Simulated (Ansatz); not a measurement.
Start from SiC in the wurtzite structure (space group P6_3mc, No. 186; a = 3.056 Å, c = 5.016 Å). Axes: x lies along a and z along c of the hexagonal cell.

Method: plane-wave PAW DFT at the LDA level (Ansatz, a program for electronic structure, 420 eV), scalar-relativistic without spin-orbit coupling.

For the base:

| Quantity | Result |
|---|---|
| Gap character | indirect, Γ → K |
| Pressure | 0.0 kbar |

The change: uniaxial strain ε_zz = −3.00 %, all other strain components held at zero, atoms relaxed at fixed cell.

Question: Predict the new gap character.

Answer: The gap character stays indirect, Γ → K.

Question: How does this affect the pressure?

Answer: The pressure (mean of the normal stresses, compression positive) goes from zero to 73.7 kbar.

Semilocal Kohn–Sham gaps tend to fall short of experiment. Stability against distortions was not tested.
